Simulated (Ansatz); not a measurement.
System: Te₃As₂ (model structure, R-3m, No. 166, 5 atoms in the cell). Method: LDA in Ansatz (plane waves, PAW).

Settings: plane-wave cutoff 520 eV, 16×16×16 k mesh, Fermi–Dirac smearing 0.05 eV, scalar-relativistic PAW data made under PBE.

Cell (relaxed at this level):

```cif
data_As6Te9
_chemical_formula_sum 'As6 Te9'
_space_group_name_H-M_alt 'R-3m :H'
_space_group_IT_number 166
_space_group_name_Hall '-R 3 2"'
_cell_length_a 4.02379
_cell_length_b 4.02379
_cell_length_c 28.23665
_cell_angle_alpha 90.000
_cell_angle_beta 90.000
_cell_angle_gamma 120.000
loop_
_atom_site_label
_atom_site_type_symbol
_atom_site_symmetry_multiplicity
_atom_site_Wyckoff_symbol
_atom_site_fract_x
_atom_site_fract_y
_atom_site_fract_z
_atom_site_occupancy
As1 As 6 c 0.00000 0.00000 0.39721 1
Te1 Te 3 a 0.00000 0.00000 0.00000 1
Te2 Te 6 c 0.00000 0.00000 0.21327 1
```
(The calculation used a cell of 5 atoms; values per cell refer to that cell.)

### Question
Estimate the band gap and smallest direct gap on the k points sampled that the calculation returns.

### Answer

* **band gap**: 0.13 eV (under three smearing widths, so not firm)
* **smallest direct gap on the k points sampled**: 0.16 eV

Note: the relaxation could raise the start's symmetry but not lower it, so the cell can be a saddle point.

Spin–orbit coupling is not included; it can close the smallest gap of 0.13 eV.

Static lattice: no zero-point or thermal effects.

The result took roughly 90 core-seconds.

A model structure was made by putting elements into a prototype or built by hand; it is no filed structure, need not be a known phase, and can be a saddle point held by its symmetry.

Ansatz is a quantum-chemistry and plane-wave program.
